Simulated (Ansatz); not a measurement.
The parent structure is TiC in the rock salt structure (space group Fm-3m, No. 225; a = 4.328 Å).

Level of theory: Ansatz (a quantum-chemistry and plane-wave program) r2SCAN, no spin-orbit coupling.

For the base:

```
Property            Value
---------------  --------
Volume per atom  10.13 Å³
```

Perturbation: cell and atoms relaxed at a pressure of 1.8 GPa.

Q: Predict the new volume per atom.

A: The volume per atom drops by 0.07 Å³, from 10.13 Å³ to 10.06 Å³.

Load acts through the strain it causes; cell and atoms are relaxed under it. Stability against distortions was not tested. The final runs are not spin-polarised.
